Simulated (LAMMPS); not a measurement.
Pressure dependence of Cu (fcc) at 810 K, from the crystal.

Model: classical MD, pair style eam/alloy, file AlCu.eam.alloy (LAMMPS).

| P (GPa) | state | volume | coordination number |
|---|---|---|---|
| 0 | crystal; no diffusion seen in 30 ps | 12.4186 ± 0.0003 Å³/atom | 12.1 (counted to 3.18 Å) |
| 2 | crystal; no diffusion seen in 30 ps | 12.1907 ± 0.0004 Å³/atom | 12.0 (counted to 3.14 Å) |
| 5 | crystal; no diffusion seen in 30 ps | 11.8958 ± 0.0006 Å³/atom | 12.0 (counted to 3.10 Å) |

Caution (rows 2; 5): a run this short can hold a crystal over, or a liquid under, the potential's own melting point, which these runs don't give.

Estimate the isothermal bulk modulus at zero pressure. A parabola P(ln V) through the three points gives −dP/d ln V = 100 GPa at zero pressure.

States go by the mean squared displacement: a species diffuses where it passes 1.5 Å², still rises and gives D over 1e-6 cm²/s; a crystal has left its structure where atoms lie 0.35 Å off their sites on average or a cubic box changes its shape by 3 %, or the axial ratios of another lie 8 % off the starting cell's, which the potential's own relaxation can also do.

Uncertainties are statistical and leave out the potential's own error.
